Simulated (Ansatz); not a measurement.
Cost and result by functional for the surface energy of the (110) surface of zinc-blende ZnS in its 1x1 cell (cut with top plane S + Zn, bottom plane S + Zn), outermost plane spacing 1.92 Å in the ideal cut, in Ansatz (plane waves, PAW). Single points on the PBE structure, on one kind of machine; costs are rough ratios of the slab run's core time (references not counted) to the cheapest single point. r2SCAN's cost holds its higher cutoff (500 against 420 eV). Differences are taken against HSE06 for comparison alone: no measured value is at hand, so the table doesn't rank accuracy. HSE06 ran on a coarser k-mesh, which lowers its cost and carries part of its shift.

Model: 14-atom slab, S7Zn7, 11.5 Å thick at the start, 7x5x1 mesh, Fermi-Dirac 0.025 eV, dipole correction, all atoms relaxed; held to the start's symmetry, so lower structures may exist; no spin, no spin-orbit, no U. These notes are the PBE run's.

```csv
functional,relative cost,surface energy (J/m²),less HSE06 (J/m²)
LDA,1,0.62,0.15
RPBE,1,0.30,-0.17
PBEsol,1,0.52,0.05
r2SCAN,2,0.54,0.07
HSE06,10,0.47,0.00
PBE (the relaxed run's value),–,0.42,-0.05
```

The values span 0.32 J/m², while the single points' costs differ by a factor of roughly 10. Differences are of unrounded values.

Ansatz is a program for electronic structure.
